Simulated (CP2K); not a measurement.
# Worked example: self-consistent single point of YCuO (R3m, 3 atoms in the cell) in CP2K

Level of theory: LDA (Pade form), GPW, DZVP-MOLOPT-SR-GTH basis, GTH-PADE potentials (GTH_POTENTIALS) (CP2K).

Input as run:

```
&GLOBAL
  PROJECT bulk
  RUN_TYPE ENERGY_FORCE
  PRINT_LEVEL MEDIUM
&END GLOBAL
&FORCE_EVAL
  METHOD Quickstep
  STRESS_TENSOR ANALYTICAL
  &DFT
    BASIS_SET_FILE_NAME BASIS_MOLOPT
    POTENTIAL_FILE_NAME GTH_POTENTIALS
    &QS
      METHOD GPW
      EPS_DEFAULT 1E-10
    &END QS
    &MGRID
      CUTOFF 600
      REL_CUTOFF 50
      NGRIDS 5
    &END MGRID
    &SCF
      SCF_GUESS ATOMIC
      EPS_SCF 1E-6
      MAX_SCF 100
      ADDED_MOS 6
      &DIAGONALIZATION
        ALGORITHM STANDARD
      &END DIAGONALIZATION
      &MIXING
        METHOD BROYDEN_MIXING
        ALPHA 0.3
        NBUFFER 12
      &END MIXING
      &SMEAR ON
        METHOD FERMI_DIRAC
        ELECTRONIC_TEMPERATURE [K] 580.23
      &END SMEAR
    &END SCF
    &KPOINTS
      SCHEME MONKHORST-PACK 7 7 7
    &END KPOINTS
    &XC
      &XC_FUNCTIONAL PADE
      &END XC_FUNCTIONAL
    &END XC
    &PRINT
      &MO
        EIGENVALUES T
        OCCUPATION_NUMBERS T
        NDIGITS 8
        FILENAME mo
        &EACH
          QS_SCF 0
        &END EACH
        ADD_LAST NUMERIC
      &END MO
      &MULLIKEN ON
      &END MULLIKEN
    &END PRINT
  &END DFT
  &SUBSYS
    &CELL
      A 5.53789600 0.00000000 0.00000000
      B 4.31282500 3.47387800 0.00000000
      C 4.31282600 1.52092700 3.12323600
      PERIODIC XYZ
    &END CELL
    &COORD
      Y        7.02412786     2.47707364     1.54890643
      Cu       0.23167314     0.08170003     0.05108677
      O       12.48138501     4.40158699     2.75229863
    &END COORD
    &KIND Y
      BASIS_SET DZVP-MOLOPT-SR-GTH-q11
      POTENTIAL GTH-PADE-q11
    &END KIND
    &KIND Cu
      BASIS_SET DZVP-MOLOPT-SR-GTH-q11
      POTENTIAL GTH-PADE-q11
    &END KIND
    &KIND O
      BASIS_SET DZVP-MOLOPT-SR-GTH-q6
      POTENTIAL GTH-PADE-q6
    &END KIND
  &END SUBSYS
  &PRINT
    &FORCES ON
    &END FORCES
    &STRESS_TENSOR ON
    &END STRESS_TENSOR
  &END PRINT
&END FORCE_EVAL
```

The program printed (abridged):

```
 GLOBAL| Method name                                                        CP2K
 GLOBAL| Project name                                                       bulk
 GLOBAL| Run type                                                   ENERGY_FORCE

 CELL| Volume [angstrom^3]:                                            60.084736
 CELL| Vector a [angstrom]:       5.538     0.000     0.000   |a| =     5.537896
 CELL| Vector b [angstrom]:       4.313     3.474     0.000   |b| =     5.537896
 CELL| Vector c [angstrom]:       4.313     1.521     3.123   |c| =     5.537896
 CELL| Angle (b,c), alpha [degree]:                                    38.850609
 CELL| Angle (a,c), beta  [degree]:                                    38.850604
 CELL| Angle (a,b), gamma [degree]:                                    38.850618
 CELL| Numerically orthorhombic:                                              NO
 CELL| Periodicity                                                           XYZ

 DFT| Spin restricted Kohn-Sham (RKS) calculation                            RKS
 DFT| Multiplicity                                                             1
 DFT| Number of spin states                                                    1
 DFT| Charge                                                                   0
 DFT| XC density smoothing                                                  NONE
 DFT| XC derivatives                                                          PW

 QS| Method:                                                                 GPW
 QS| Density plane wave grid type                        NON-SPHERICAL FULLSPACE
 QS| Number of grid levels:                                                    5
 QS| Density cutoff [a.u.]:                                                300.0
 QS| Multi grid cutoff [a.u.]: 1) grid level                               300.0
   [... lines left out ...]
 BRILLOUIN| Wavefunction type                                            COMPLEX
 BRILLOUIN| List of Kpoints [2 Pi/Bohr]                                      172
 BRILLOUIN| Number           Weight            X              Y              Z
 BRILLOUIN|     1           0.00583       -0.42857       -0.42857       -0.42857
 BRILLOUIN|     2           0.00583       -0.42857       -0.42857       -0.28571
 BRILLOUIN|     3           0.00583       -0.42857       -0.42857       -0.14286
   [... 169 lines left out ...]
 *******************************************************************************

 Extrapolation method: initial_guess

 Re-scaling the density matrix to get the right number of electrons
                  # Electrons              Trace(P)               Scaling factor
                           28                28.000                        1.000

 Number of electrons:                                                         28
 Number of occupied orbitals:                                                 14
 Number of molecular orbitals:                                                20

 Number of orbital functions:                                                 64
 Number of independent orbital functions:                                     64
 SCF WAVEFUNCTION OPTIMIZATION

  Step     Update method      Time    Convergence         Total energy    Change
     1 NoMix/Diag. 0.30E+00      -     1.66496565      -102.6287763176 -1.03E+02
     2 Broy./Diag. 0.30E+00      -     0.44298971      -103.6405642229 -1.01E+00
     3 Broy./Diag. 0.30E+00      -     0.15784945      -101.0239020023  2.62E+00
     4 Broy./Diag. 0.30E+00      -     0.16628847      -102.0226711055 -9.99E-01
     5 Broy./Diag. 0.30E+00      -     0.11065246      -103.0078871017 -9.85E-01
     6 Broy./Diag. 0.30E+00      -     0.06726958      -102.1177270725  8.90E-01
     7 Broy./Diag. 0.30E+00      -     0.00743803      -102.6000116130 -4.82E-01
   [... 4 lines left out ...]
    12 Broy./Diag. 0.30E+00      -     0.00012116      -102.5863331962 -8.44E-04
    13 Broy./Diag. 0.30E+00      -     0.00001692      -102.5872981399 -9.65E-04
    14 Broy./Diag. 0.30E+00      -     0.00001736      -102.5870968690  2.01E-04
    15 Broy./Diag. 0.30E+00      -     0.00000165      -102.5869212899  1.76E-04
    16 Broy./Diag. 0.30E+00      -     0.00000033      -102.5869087759  1.25E-05
  *** SCF run converged in    16 steps ***

  Electronic density on regular grids:        -27.9999999826        0.0000000174
  Core density on regular grids:               27.9999999977       -0.0000000023
  Total charge density on r-space grids:        0.0000000150
  Total charge density g-space grids:           0.0000000150

  Overlap energy of the core charge distribution:               0.00000000036157
  Self energy of the core charge distribution:               -177.27465227529603
  Core Hamiltonian energy:                                     48.78939551037401
  Hartree energy:                                              41.85839470922616
  Exchange-correlation energy:                                -15.96004596143876
  Electronic entropic energy:                                  -0.00000075910424
  Fermi energy:                                                 0.19300921766047

  Total energy:                                              -102.58690877587253
  Total energy (extrapolated to T->0):                       -102.58690839632041

                     Mulliken Population Analysis

 #  Atom  Element  Kind  Atomic population                           Net charge
       1     Y        1         10.137573                              0.862427
       2     Cu       2         11.266812                             -0.266812
       3     O        3          6.595615                             -0.595615
 # Total charge                             28.000000                  0.000000

 ENERGY| Total FORCE_EVAL ( QS ) energy [hartree]           -102.586913907238653

 FORCES| Atomic forces [hartree/bohr]
 FORCES|   Atom     x               y               z               |f|
 FORCES|      1  9.08117594E-03  3.20248358E-03  2.00251645E-03   9.83533069E-03
 FORCES|      2 -2.07678278E-03 -7.32526772E-04 -4.57718414E-04   2.24925061E-03
 FORCES|      3 -7.10865659E-03 -2.50672553E-03 -1.56778932E-03   7.69900219E-03
 FORCES| Sum    -1.04263424E-04 -3.67687232E-05 -2.29912885E-05
 FORCES| Total atomic force                                       1.12922097E-04

 STRESS| Analytical stress tensor [bar]
 STRESS|                        x                   y                   z
 STRESS|      x       -1.09857147510E+05   8.72571601179E+02   5.46319739746E+02
 STRESS|      y        8.72571601179E+02  -1.12025222968E+05   1.93228111014E+02
 STRESS|      z        5.46319739746E+02   1.93228111014E+02  -1.12212388758E+05
 STRESS| 1/3 Trace                                            -1.11364919745E+05
```

The run converged in 16 iterations.

The starting cell comes from a database of computed structures (which also holds hypothetical and non-ambient phases and stackings), without a prior relaxation at this level. Its lattice was rescaled by a random factor within 2.5 % of one. Values carry the incompleteness of an atom-centred basis. With a pressure of about -11 GPa the cell is away from its equilibrium volume at this level.

Cost on one core of a shared machine: roughly 3 min.
